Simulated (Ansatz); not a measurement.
Structures of equal composition on the (111) surface of fcc Ag: p(2x2), one Ag adatom; one added row of Ag in 4. The slabs share one bottom face, and each structure is named by its start. These are constructed structures in small cells; real faces may alloy, dewet or reconstruct in larger ones, and not all known structures of the face are among them. Slabs of about 12 Å, Fermi-Dirac smearing of 0.1 eV. Bottom of the slabs: a bare face, its two planes held. Relaxed from the named starts with such symmetry as they have, on meshes of like density; energies extrapolated to zero smearing; spin only where a row says so; no spin-orbit coupling, no U. Brackets mark spin-polarised runs, whose order is one that fits the cell. The cells differ, so small differences also carry the error of unlike k-meshes.

These are PBE (plane waves to 420 eV, PAW; Ansatz, a quantum-chemistry and plane-wave program) values and carry that method's errors.

Question: Put the candidates in order of energy per 1x1 cell, lowest first, for PBE.

Answer: one added row of Ag in 4 (0.00 eV), p(2x2), one Ag adatom (0.06 eV)
